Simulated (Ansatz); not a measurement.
**TaSi2: Ta vacancy, symmetric start**

The parent structure is a 9-atom supercell of TaSi2 (space group P6_222, No. 180; a = 4.7597 Å, c = 6.5615 Å) at its relaxed geometry.

Now apply this change: one Ta atom is removed, atoms relaxed at fixed cell.

Calculations: Kohn–Sham DFT with the PBEsol functional, run in Ansatz (a first-principles code) with PAW and 420 eV plane waves, no spin-orbit coupling, earlier PAW set. Γ-centred 10×10×10 mesh, Fermi–Dirac width 0.05 eV.

- Pressure: -5.1 GPa (base 0.0 GPa)
- Largest displacement of a host atom from its site in the perfect cell: 0.38 Å
- Mean distance from the defect site to its nearest host atoms: 245 pm (base 260 pm)

In so small a cell the defect repeats every few ångströms: this is an ordered compound, not a dilute defect. The defect started on the symmetric site and kept its symmetry, so it may sit on a saddle. The final runs are not spin-polarised. An odd electron count without spin: TaSi2. The defect cell is not spin-polarised.
